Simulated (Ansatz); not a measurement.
System: 1T (CdI2-type) MnBr₂. Method: HSE06 (Ansatz, a first-principles code, plane waves, PAW).

Settings: plane-wave cutoff 460 eV, 9×9×4 k mesh (along the axes of the cell as run), Fermi–Dirac smearing 0.01 eV, spin-polarised with parallel moments, scalar-relativistic PAW data made under PBE.

Cell (relaxed at this level):

```
CELL_PARAMETERS angstrom
      3.89210     0.00000     0.00000
     -1.94605     3.37065     0.00000
      0.00000     0.00000     7.10939
ATOMIC_POSITIONS crystal
  Mn 0.00000 0.00000 0.00000
  Br 0.33333 0.66667 0.21158
  Br 0.66667 0.33333 0.78842
```
Starting moments (μB, in the order of the record's atoms Mn Br Br): 4.0 0.0 0.0.

Task: Estimate the band gap, smallest direct gap on the k points sampled and Γ–Γ gap that the calculation returns.

Result: 
- band gap = 4.18 eV (indirect)
- smallest direct gap on the k points sampled = 4.33 eV
- Γ–Γ gap = 4.56 eV

Note: the magnetic order was assumed, not searched for or taken from measurement; the cell comes from a level without a dispersion term, which matters for the spacing of layers, chains or molecules; the volume lies 19 % above that of the published cell; the cell has widely spaced layers and the level no dispersion term, so their spacing and the moduli can rest on weak binding.

Spin–orbit coupling is not included.

Static lattice: no zero-point or thermal effects.
